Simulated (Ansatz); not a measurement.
Given:

```
CELL_PARAMETERS angstrom
      0.00000     2.43431     2.40997
      2.43431     0.00000     2.40997
      2.43431     2.43431     0.00000
ATOMIC_POSITIONS crystal
  Be 0.00000 0.00000 0.00000
  S  0.25000 0.25000 0.25000
```

No spin polarisation.

All numbers come from r2SCAN, PAW, 500 eV (Ansatz, a program for electronic structure; scalar-relativistic without spin-orbit coupling). Γ-centred 12×12×12 mesh, Fermi–Dirac width 0.05 eV.

**Question.** What is the computed hole mass?

**Answer.** 0.34 mₑ along z, 0.55 mₑ across (at Γ).

**Question.** Predict the band gap.

**Answer.** 3.48 eV.

**Question.** What gap character does the calculation give?

**Answer.** Indirect, Γ → M.

The cells carry an imposed strain or load. Effective masses come from finite differences of ±0.01 Å⁻¹. Whether these cells are dynamically stable was not tested. The cell was made from BeS in the zinc blende structure (space group F-43m, No. 216) by this change: uniaxial strain ε_zz = −1.00 %.
